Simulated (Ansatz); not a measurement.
Ansatz (a first-principles code) run on SnTe (Fm-3m, 2 atoms in the cell): relaxation of cell and atoms.

Method of the run: PBEsol, PAW files made with PBE (plane waves; Ansatz).

The change in words: atoms on their sites; basis.ecutwfc: 420 eV → 210 eV; relax: default → cell and atoms. Reference geometry:
```xyz
2
Lattice="0.0000 3.1442 3.1442 3.1442 0.0000 3.1442 3.1442 3.1442 0.0000" Properties=species:S:1:pos:R:3 pbc="T T T"
Sn     0.0000     0.0000     0.0500
Te     3.1442     3.1442     3.1442
```

Reference input (self-consistent single point, DFT, PBEsol, plane waves, PAW files made with PBE): basis.ecutwfc = 420 eV; kpoints.mp_grid.grid = 7 7 7; hamiltonian.xc = pbesol; hamiltonian.pseudopotentials = {kind: paw} (the program's default PAW files); scf.occupations.method = fermi_dirac; scf.occupations.width = 0.01 eV. This run's input differs from it in these lines:

Ansatz 0.2 input:
```diff
@@ -6,6 +6,6 @@
   atoms:
-    - { symbol: Sn, position: [0.00795100, 0.00795100, -0.00795100] }
+    - { symbol: Sn, position: [0.00000000, 0.00000000, 0.00000000] }
     - { symbol: Te, position: [0.50000000, 0.50000000, 0.50000000] }
 basis:
-  ecutwfc: 420.0
+  ecutwfc: 210.0
 kpoints:
@@ -22,2 +22,4 @@
     width: 0.01
+relax:
+  cell: {}
 output:
```

Output, abridged:

```
   [... SCF lines of the steps left out ...]
relax step   1: F+E_penalty+E_count = -12845.70502252 eV  Δ(F+E_penalty+E_count) = +0.000e0 eV  max|allowed force component| = 1.680e-28 eV/Å  Δτ_max = 0.0000 Å  P = +0.889 GPa  Ω = 62.167 Å³  (6 SCF iters, dr2 threshold 1.00e-7 eV, accepted)
relax step   2: F+E_penalty+E_count = -12844.64021826 eV  Δ(F+E_penalty+E_count) = +1.065e0 eV  max|allowed force component| = 1.164e-29 eV/Å  Δτ_max = 0.0000 Å  P = -13.860 GPa  Ω = 63.788 Å³  energy of the carried Pulay correction = -9.994e-1 eV  [...]
   [... lines left out ...]
relax step 119: F+E_penalty+E_count = -12845.76994533 eV  Δ(F+E_penalty+E_count) = -6.436e-3 eV  max|allowed force component| = 9.887e-29 eV/Å  Δτ_max = 0.0000 Å  P = -0.000 GPa  Ω = 63.613 Å³  energy of the carried Pulay correction = +6.433e-3 eV  [...]
relax step 120: F+E_penalty+E_count = -12845.76994533 eV  Δ(F+E_penalty+E_count) = -1.819e-12 eV  max|allowed force component| = 7.103e-29 eV/Å  Δτ_max = 0.0000 Å  P = -0.102 GPa  Ω = 63.613 Å³  stress off target by 1.02e-1 GPa  SCF on the basis [...]
basis re-selected at this cell: Δ(F+E_penalty+E_count) = -1.819e-12 eV, ΔP = -0.102 GPa vs the last step
   [... lines left out ...]
Free energy (F): -12845.769945 eV
Fermi energy:    9.315583 eV
Error: variable-cell relaxation did not converge after 120 `relax_step` rows, as none of its last 53 fresh-basis SCF(s) at a relaxed cell met both thresholds with a finite energy. The last misses `relax.cell.stress_tol`: largest allowed force component 7.10e-29 eV/Å (`relax.f_tol` 1.00e-2 eV/Å), stress off the target on the free part of the cell 1.02e-1 GPa (`relax.cell.stress_tol` 5.00e-2 GPa), F+E_penalty+E_count -12845.76994533 eV. The closest is row 84, whose structure comes with this error. Larger ratio of force or stress to its threshold at each such SCF whose figures are numbers: 13.742, 17.041, 16.776, 19.346, 20.765, 14.776, 15.467, 13.078, 16.790, 17.375, 12.010, 3.430, [...]
   [... lines left out ...]
to start a new deck from the relaxed geometry:
  cell:  # Å, volume = 63.6395 Å³
    - [3.2127714222314077e-32, 3.168829531997549, 3.168829531997549]
    - [3.168829531997549, 7.798287733261954e-32, 3.168829531997549]
    - [3.168829531997549, 3.168829531997549, 1.0206667103393965e-32]
  atoms:
    - { symbol: Sn, position: [2.419616268305586e-46, -2.2204977625833047e-46, -2.6069472486435788e-46] }
    - { symbol: Te, position: [0.5000000000000001, 0.5000000000000001, 0.5000000000000001] }
```

The relaxation ended unconverged.  The full log also holds: “iter 5 did not close the SCF: its close was put off for the readings that it lacked (scf_convergence_deferred on its scf_iter line)”. The full log also holds: “iter 3 did not close the SCF: its close was put off for the readings that it lacked (scf_convergence_deferred on its scf_iter line)”.

The starting cell has typed, rounded lattice constants, without a prior relaxation at this level. Its lattice was rescaled by up to half a per cent. The cutoff lies below the one recommended for these files.

Cost on one core of a shared machine: roughly 80 s.
